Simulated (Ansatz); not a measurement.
The starting structures come from a database of crystals and need not be the phases stable at ambient conditions.

Consider the following.

```yaml
crystal:
  lattice:
    - [5.30127, 0.00000, 0.00000]
    - [0.00000, 8.77104, 0.00000]
    - [0.00000, 0.00000, 6.87686]
  atoms:
    - { symbol: K, position: [0.75000, 0.68570, 0.35093] }
    - { symbol: K, position: [0.25000, 0.31430, 0.64907] }
    - { symbol: K, position: [0.25000, 0.81430, 0.85093] }
    - { symbol: K, position: [0.75000, 0.18570, 0.14907] }
    - { symbol: Si, position: [0.75000, 0.54584, 0.84890] }
    - { symbol: Si, position: [0.25000, 0.45416, 0.15110] }
    - { symbol: Si, position: [0.25000, 0.95416, 0.34890] }
    - { symbol: Si, position: [0.75000, 0.04584, 0.65110] }
    - { symbol: H, position: [0.03902, 0.41931, 0.29926] }
    - { symbol: H, position: [0.96098, 0.58069, 0.70074] }
    - { symbol: H, position: [0.96098, 0.08069, 0.79926] }
    - { symbol: H, position: [0.03902, 0.91931, 0.20074] }
    - { symbol: H, position: [0.46098, 0.91931, 0.20074] }
    - { symbol: H, position: [0.53902, 0.08069, 0.79926] }
    - { symbol: H, position: [0.53902, 0.58069, 0.70074] }
    - { symbol: H, position: [0.46098, 0.41931, 0.29926] }
    - { symbol: H, position: [0.75000, 0.87487, 0.69555] }
    - { symbol: H, position: [0.25000, 0.12513, 0.30445] }
    - { symbol: H, position: [0.25000, 0.62513, 0.19555] }
    - { symbol: H, position: [0.75000, 0.37487, 0.80445] }
```

The cell is taken as given.

Transport runs along the normal of the first two printed cell vectors.

No gap correction and no spin-orbit coupling; mid-gap is the computed energy nearest the middle.

Q: Give the band gap and the smallest decay constant κ at mid-gap that r2SCAN in Ansatz (a first-principles code) yields.

A: Gap 2.72 eV on a 6×4×6 mesh; κ = 0.309 1/Å, at the zone centre.
